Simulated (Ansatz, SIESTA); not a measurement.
**Code comparison for Cr3Ni (P1, 4 atoms in the cell)**

Self-consistent single point, at a second geometry (atoms moved at random). First geometry:

```yaml
crystal:
  lattice:
    - [-1.79118, 1.79118, 3.56944]
    - [1.79118, -1.79118, 3.56944]
    - [1.79118, 1.79118, -3.56944]
  atoms:
    - { symbol: Cr, position: [0.50000, 0.50000, 0.00000], spin: 3.0 }
    - { symbol: Cr, position: [0.75000, 0.25000, 0.50000] }
    - { symbol: Cr, position: [0.25000, 0.75000, 0.50000] }
    - { symbol: Ni, position: [0.00000, 0.00000, 0.00000] }
```
(The spins are starting values, not results.)

Second geometry:
```
Cr3Ni
1.0
   -1.79118     1.79118     3.56944
    1.79118    -1.79118     3.56944
    1.79118     1.79118    -3.56944
Cr Ni
3 1
Direct
  0.49922   0.49597   0.99675
  0.76545   0.23990   0.50445
  0.23268   0.75971   0.50001
  0.00265   0.00442   0.99879
```
Moments meant for the start (each program seeds them in its own way; μB, in the order of the atoms Cr Cr Cr Ni): 3.0 0.0 0.0 0.0.

Shared settings, as Ansatz (a quantum-chemistry and plane-wave program) writes them: kpoints.mp_grid.grid = 7 7 7; scf.occupations.method = gaussian; scf.occupations.width = 0.272 eV. Potentials and cutoffs stand in the table.

| code | model | ΔF from the first geometry (meV/atom) | pressure (GPa) | largest force (eV/Å) | size of the net moment (μB/atom) | cutoff |
|---|---|---|---|---|---|---|
| SIESTA | GGA PBEsol, numerical atomic orbitals DZP, PseudoDojo PBEsol standard norm-conserving potentials (rewritten from UPF to PSML) | 16.1 | -12.73 | 0.868 | 0.13 | grid 350 Ry |
| Ansatz | PBEsol, PAW files made with PBE | 14.5 | -7.88 | 0.780 | 0.10 | default |

Size of the force on each atom (eV/Å): Sizes of forces hide their directions.

| code | Cr1 | Cr2 | Cr3 | Ni4 |
|---|---|---|---|---|
| SIESTA | 0.160 | 0.775 | 0.868 | 0.437 |
| Ansatz | 0.147 | 0.687 | 0.780 | 0.428 |

On Ansatz's run: the moments shrank to a small part of their start, a low-spin state that need not be the lowest.

The spread over the programs that give each value: ΔF from the first geometry within 1.6 meV/atom; pressure within 4.85 GPa; largest force within 0.088 eV/Å; size of the net moment within 0.03 μB/atom.

SIESTA uses small atom-centred bases, whose incompleteness enters pressures, forces and empty levels differently from a plane-wave cutoff. Ansatz's pressure is given at a fixed set of plane waves, as the other plane-wave codes print theirs; with its correction for the finite basis it is -7.81 GPa.

The starting cell comes from a database of computed structures (which also holds hypothetical and non-ambient phases and stackings), without a prior relaxation at this level. Its lattice was rescaled by a random factor within 2.5 % of one. For this run, on top of that: atoms moved at random.

Keys are those of Ansatz 0.2.
